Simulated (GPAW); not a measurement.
Troubleshooting GPAW: a failed run on SiO2 (P2_1, 12 atoms in the cell). The aim is a self-consistent single point with DFT LDA (Perdew-Wang 92), plane waves, GPAW PAW datasets LDA (gpaw-data 1.0.1).

Cell that was meant: a = 5.1453 Å, b = 8.3970 Å, c = 5.1847 Å, α = 90.00°, β = 119.22°, γ = 90.00°.

Part of the input:

```python
                                [0.563710, 0.465110, 0.476240],
                                [0.436290, 0.965110, 0.523760],
                                [0.333520, 0.251140, 0.665980],
                                [0.666480, 0.751140, 0.334020]])

calc = GPAW(mode={'name': 'pw', 'ecut': 900},
            xc='LDA',
```

Output, abridged:

```
Input parameters:
  convergence: {bands: -4,
                density: 1e-05,
                energy: 1e-05}
  kpts: {gamma: True,
         size: (3, 2, 3)}
  maxiter: 100
  mode: {ecut: 900,
         name: pw}
  nbands: -6
  occupations: {name: fermi-dirac,
                width: 0.0}
  symmetry: {symmorphic: False,
             tolerance: 0.0005}

species:
  Si:
    name: Silicon
    Z: 14.0
    valence: 4
    core: 10
    charge: 0.0
    file: Si.LDA.gz

    # Using partial waves for Si as LCAO basis

  O:
    name: Oxygen
    Z: 8.0
    valence: 6
    core: 2
    charge: 0.0
    file: O.LDA.gz

    # Using partial waves for O as LCAO basis

Reference energy: -47658.117279  # eV

Spin-paired calculation

Convergence criteria:
 Maximum [total energy] change in last 3 cyles: 1e-05 eV / valence electron
 Maximum integral of absolute [dens]ity change: 1e-05 electrons / valence electron
 Maximum integral of absolute [eigenst]ate change: 4e-08 eV^2 / valence electron
 Maximum number of scf [iter]ations: 100

Traceback (most recent call last):
   [... frames left out ...]
ValueError: K-points can only be used with PBCs!
```

Problem. Read the log: what does the program object to, and what is the fix?

Solution. The fault is periodic boundary conditions left out; here the program stops on it instead of giving results. To fix it, switch periodicity on. The program stopped before any SCF iteration.

The sound input it was made from differs as follows (other fixes are possible):
```diff
-                                [0.666480, 0.751140, 0.334020]])
+                                [0.666480, 0.751140, 0.334020]],
+              pbc=True)
```

With that input, the run converged in 35 iterations: free energy E − TS (from the program's reference atoms) -104.5762 eV; top of the valence band (on the code's own zero) -0.71 eV; gap on the k-point mesh 5.33 eV; largest force (vector length) 0.134 eV/Å (DFT LDA (Perdew-Wang 92), plane waves, GPAW PAW datasets LDA (gpaw-data 1.0.1)).

On the sound input: the starting cell comes from a database of computed structures (which also holds hypothetical and non-ambient phases and stackings), without a prior relaxation at this level. Its lattice was rescaled by a random factor within 2.5 % of one.
